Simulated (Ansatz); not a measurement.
1T (CdI2-type) MgI2 was calculated with r²SCAN (PAW; Ansatz, an electronic-structure program).

Rigid layers of the crystal as relaxed at this level are moved apart or together:

```tsv
run	k mesh	layer repeat (Å)	energy against free layers (meV/Å²)	gap on the mesh (eV)
1	12×12×6	6.56	0.94	3.825
2	12×12×6	6.71	-0.90	3.962
3	12×12×6	6.86	-1.95	4.073
4	12×12×6	7.06	-2.54	4.209
5	12×12×6	7.36	-2.49	4.242
6	12×12×4	7.86	-1.62	4.264
7	12×12×4	8.86	-0.40	4.287
8	12×12×4	10.86	-0.01	4.299
```

The lowest energy of these points lies at a layer repeat of 7.06 Å.

Spin–orbit coupling is not included.

Note: the cell comes from a level without a dispersion term, which matters for the spacing of layers, chains or molecules.
